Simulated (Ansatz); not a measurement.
NbCuN2 (model structure, started from the TaCuN2 type, R-3m, No. 166, 4 atoms in the cell), treated with PBEsol+SOC (Ansatz, a program for electronic structure, PAW).

Settings: plane-wave cutoff 520 eV, 12×12×12 k mesh, Fermi–Dirac smearing 0.01 eV, PAW data made under PBE.

Cell (relaxed with PBEsol):

```yaml
crystal:
  lattice:
    - [1.56064, 0.90104, 5.76738]
    - [-1.56064, 0.90104, 5.76738]
    - [0.00000, -1.80207, 5.76738]
  atoms:
    - { symbol: Nb, position: [0.50000, 0.50000, 0.50000] }
    - { symbol: Cu, position: [0.00000, 0.00000, 0.00000] }
    - { symbol: N, position: [0.10531, 0.10531, 0.10531] }
    - { symbol: N, position: [0.89469, 0.89469, 0.89469] }
```

Problem. What does this level give for the band gap, smallest direct gap on the k points sampled and Γ–Γ gap?

Solution. 
- band gap: 0.11 eV (indirect)
- smallest direct gap on the k points sampled: 0.58 eV
- Γ–Γ gap: 1.72 eV

Note: the relaxation could raise the start's symmetry but not lower it, so the cell can be a saddle point.

The computed numbers hold no vibrational or temperature effects.

It cost very roughly 6 core-minutes of CPU time.

A model structure was made by putting elements into a prototype or built by hand; it is no filed structure, need not be a known phase, and can be a saddle point held by its symmetry.
